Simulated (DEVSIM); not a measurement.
System: Schottky contact on n-type GaP, at 300 K.

Layer 1 from the left is GaP, thickness (μm) 0.400, Nd (cm⁻³) 1.6e16, τn (s) 1.4e-6, τp (s) 1.4e-6.

Left contact: Schottky, work function 5.22 eV, emission velocity 3.3e6 cm/s. Right contact: ohmic. Voltage is applied to the left contact. Recombination: SRH at mid-gap. Mobility is constant in doping.

The device is made up for the run: typed textbook-type constants, with dimensions and the other settings drawn at random. Values at 300 K.

GaP: gap (eV) 2.26, affinity (eV) 3.8, permittivity 11.1, Nc (cm⁻³) 1.8e19, Nv (cm⁻³) 1.9e19, μn (cm²/Vs) 250, μp (cm²/Vs) 150.

Simulated with DEVSIM: 1D drift-diffusion, Boltzmann statistics, complete ionisation; no tunnelling, impact ionisation, image-force lowering or self-heating. Metal contacts follow the ideal Schottky-Mott rule: no Fermi-level pinning, no interface dipoles.

Dark forward current:

| |V| (V) | |J| (A/cm²) |
|---|---|
| 0.25 | 1.771e-13 |
| 0.30 | 1.220e-12 |
| 0.35 | 8.398e-12 |
| 0.40 | 5.779e-11 |
| 0.45 | 3.975e-10 |
| 0.50 | 2.733e-9 |
| 0.55 | 1.877e-8 |
| 0.60 | 1.289e-7 |
| 0.65 | 8.836e-7 |
| 0.70 | 6.052e-6 |
| 0.75 | 4.138e-5 |
| 0.80 | 0.0002824 |
| 0.85 | 0.001922 |
| 0.90 | 0.01303 |
| 0.95 | 0.08781 |
| 1.00 | 0.5859 |
| 1.05 | 3.823 |
| 1.10 | 23.39 |
| 1.15 | 116.7 |
| 1.20 | 386.1 |
| 1.25 | 847.8 |
| 1.30 | 1437 |
| 1.35 | 2101 |

Task: Work out the local ideality factor n = ΔV / (kT/q · ln(J2/J1)) between the rows 0.25 and 0.30 V, 1.30 and 1.35 V.

Result: kT/q = 25.85 mV. From 0.25 to 0.30 V: ln(1.220e-12/1.771e-13) = 1.930, n = 1.00, near the 1 of diffusion or emission over a barrier. From 1.30 to 1.35 V: ln(2101/1437) = 0.380, n = 5.09; the layers' resistance at their doping, Σ W/(qμN) = 6.2e-5 Ω cm², would take 41 mV of this step of 50 mV.

Task: Estimate the current at 0.65 V for emission alone, J0 = q v N_band exp(−φB/kT), and read the barrier back from the simulated current.

Result: φB = 1.420 eV, N_band = 1.80e19 cm⁻³, J0 = 1.32e-17 A/cm²; J = J0 (exp(qV/kT) − 1) = 1.10e-6 A/cm². The simulation gives 8.84e-7 A/cm²; the estimate lies 25 % above. Read backwards, the simulated current gives an apparent barrier of 1.426 eV. The estimate leaves out transport through the depletion region and minority injection.
